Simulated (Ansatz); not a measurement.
Take BeTe in the zinc blende structure (space group F-43m, No. 216; a = 5.5542 Å) as the base. Axes: x, y, z lie along the cube axes.

The values are results of LDA/PAW in Ansatz (an electronic-structure program), no spin-orbit coupling, not measurements.

Strains are applied to the cell and any free atomic positions relax.

One change was made to it. Results:

| quantity | base | after |
|---|---|---|
| band gap | 1.79 eV | 1.52 eV |
| valence-band top at Γ (three highest levels, from the VBM) | 0.00, 0.00, 0.00 eV | 0.00, -0.19, -0.34 eV |

What was done to the base?
A) tensor shear ε_xy = +1.14 %
B) tensor shear ε_xy = +0.86 %
C) tensor shear ε_xy = +1.43 %
D) tensor shear ε_xy = +2.00 %

D, tensor shear ε_xy = +2.00 %. For comparison, the band gap in the other runs: tensor shear ε_xy = +0.86 % gives 1.70 eV; tensor shear ε_xy = +1.43 % gives 1.62 eV; tensor shear ε_xy = +1.14 % gives 1.66 eV.

Spin-orbit coupling, missing from the scalar runs, can matter with Te. No phonon test of stability was made.
